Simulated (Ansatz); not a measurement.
**Pressure series in Si**

Take Si in the diamond structure (space group Fd-3m, No. 227; a = 5.4441 Å) as the base.

Cell and atoms are relaxed at each pressure.

Method: r2SCAN (Ansatz, a program for electronic structure), scalar-relativistic without spin-orbit coupling, earlier PAW set.

Computed cases, in order: pressure −2 GPa; pressure −1 GPa; 0 GPa (base); pressure 3 GPa; pressure 7 GPa; pressure 15 GPa; pressure 30 GPa; pressure 50 GPa; pressure 75 GPa; pressure 100 GPa.

Problem. Between which two neighbouring cases does the band gap open or close?

Solution. Between pressure 50 GPa (0.11 eV) and pressure 75 GPa (zero). The whole series: pressure −2 GPa: 0.81 eV; pressure −1 GPa: 0.79 eV; 0 GPa (base): 0.78 eV; pressure 3 GPa: 0.72 eV; pressure 7 GPa: 0.66 eV; pressure 15 GPa: 0.54 eV; pressure 30 GPa: 0.34 eV; pressure 50 GPa: 0.11 eV; pressure 75 GPa: zero; pressure 100 GPa: zero.

The mesh was chosen for an insulator and is coarse for the gapless case. Load acts through the strain it causes; cell and atoms are relaxed under it. Whether these cells are dynamically stable was not tested. Measured, Si leaves this structure (for the β-tin structure) near 12 GPa (room temperature; as listed in arXiv:1906.07825). The zero or small gap of Si under pressure 50 GPa and Si under pressure 75 GPa can change with the level of theory.
